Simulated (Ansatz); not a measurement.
Take GaAs in the zinc blende structure (space group F-43m, No. 216; a = 5.659 Å) as the base.

Perturbation: a fraction x = 0.25 of the Ga sites is given to Al, ordered in a cell of 8 atoms (starting symmetry P-43m) and fully relaxed.

Levels (all Ansatz, a program for electronic structure, PAW, earlier PAW set): PBEsol (420 eV, spin-orbit coupling left out); HSE06 (420 eV, scalar-relativistic without spin-orbit coupling); PBEsol+SOC (420 eV, spin-orbit coupling included).

At the geometry relaxed with PBEsol, these levels gave the following band gaps, in shuffled order: (a) 1.69 eV, (b) 0.64 eV, (c) 0.75 eV.

Match each gap to its level.

(a) HSE06; (b) PBEsol+SOC; (c) PBEsol.

Single points use the geometry relaxed with PBEsol. The spin-orbit shifts are approximate. Each cell is one ordered arrangement of few atoms, which overstates ordering effects compared with a random alloy. Stability against distortions was not tested.
